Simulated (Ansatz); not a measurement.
Relaxation of the outer planes of the (111) surface of fcc Ir in its 1x1 cell, outermost plane spacing 2.23 Å in the ideal cut.

Level of theory: PBE (plane waves to 420 eV, PAW; Ansatz, a quantum-chemistry and plane-wave program).

Slab: 4 atoms, 6.7 Å thick at the start (thin: gaps and levels are the slab's own); k 16x16x1, smearing 0.1 eV, dipole-corrected; all atoms relaxed; symmetry of the start imposed; no spin, no spin-orbit, no U.

```tsv
plane	atoms	bulk spacing to the next (Å)	relaxed spacing (Å)	change (%)	rumpling (Å)
1	Ir	2.235	2.195	-1.8	0.00
```
